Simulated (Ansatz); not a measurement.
For HgO (model structure, started from the PtS type, P4₂/mmc, No. 131, 4 atoms in the cell), PBE in Ansatz (PAW) gives:

```
Item                   Value
-------------------  -------
lattice parameter a  3.471 Å
lattice parameter c  5.996 Å
```

Question: What does PBE-D3(BJ) (plane waves, PAW; Ansatz, a first-principles code) give for the same quantities?

Answer: 
- lattice constant a: 3.423 Å (decreases by 1.4 %)
- lattice parameter c: 6.001 Å (rises by 0.1 %)

Changes are worked out from the printed values.

Unless a cell is named, each level is at its own relaxed cell (PBE 18.06, PBE-D3(BJ) 17.58 Å³/atom).

Levels without +SOC leave out spin–orbit coupling, which shifts energies and cells of such heavy elements.

Ansatz's density-functional and Hartree–Fock values are scalar-relativistic unless marked +SOC, with PAW data made under PBE.

A model structure was made by putting elements into a prototype or built by hand; it is no filed structure, need not be a known phase, and can be a saddle point held by its symmetry.
